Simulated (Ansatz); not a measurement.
# What Se → Pb does to Se

Take Se (space group P3_121, No. 152; a = 4.0391 Å, c = 5.1204 Å; made of chains) as the base.

It is then changed as follows: every Se is replaced by Pb, then cell and atoms are relaxed.

Calculations: PBEsol, PAW, 420 eV (Ansatz, a quantum-chemistry and plane-wave program; spin-orbit coupling left out), earlier PAW set. k-mesh 16×16×16 (Γ-centred); smearing 0.05 eV (Fermi–Dirac), for the changed cell.

The volume per atom grows by 5.861 Å³ (24.11 Å³ → 29.98 Å³) and the space group becomes Fm-3m (No. 225) (base: P3_121 (No. 152)). The band gap changes from 0.39 eV to zero.

Final structure:

```yaml
crystal:
  lattice:
    - [0.00000, 2.46554, 2.46554]
    - [2.46554, 0.00000, 2.46554]
    - [2.46554, 2.46554, 0.00000]
  atoms:
    - { symbol: Pb, position: [0.00000, 0.00000, 0.00000] }
```

Cost of the whole job for the changed cell (relaxation, final SCF and bands): roughly 4 core-minutes.

No phonon test of stability was made. No dispersion term is included in the PBEsol runs.
